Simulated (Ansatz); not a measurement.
Start from InP in the zinc blende structure (space group F-43m, No. 216).

```xyz
2
Lattice="0.0000 2.9799 2.9799 2.9799 0.0000 2.9799 2.9799 2.9799 0.0000" Properties=species:S:1:pos:R:3 pbc="T T T"
P      4.4698     4.4698     4.4698
In     0.0000     0.0000     0.0000
```

Method: Ansatz (a first-principles code) PBE, no spin-orbit coupling, earlier PAW set.

Its conduction minimum is a single valley at Γ with mass 0.037 mₑ.

One thing is altered: 0.529 electrons added to each cell, a density of 1.0×10^22 cm⁻³, with a uniform compensating background at fixed cell and a 300 K Fermi–Dirac width.

Question: Where would a parabolic band put the Fermi level, and where does the calculation put it?

Answer: k_F = (3π²n)^(1/3) = 0.667 Å⁻¹, so ħ²k_F²/2m = 46 eV above the band edge at zero temperature. The calculation gives 1.85 eV (to 0.05 eV): the band is strongly non-parabolic or higher valleys fill at this density.

Carriers are added with a uniform compensating background; total energy and stress of such cells depend on the potential's zero and are not compared; many-body gap narrowing is missing at this level. The levels and masses belong to the bands next to the band gap. Masses are band curvatures over ±0.01 Å⁻¹ around the edge. Stability against distortions was not tested.
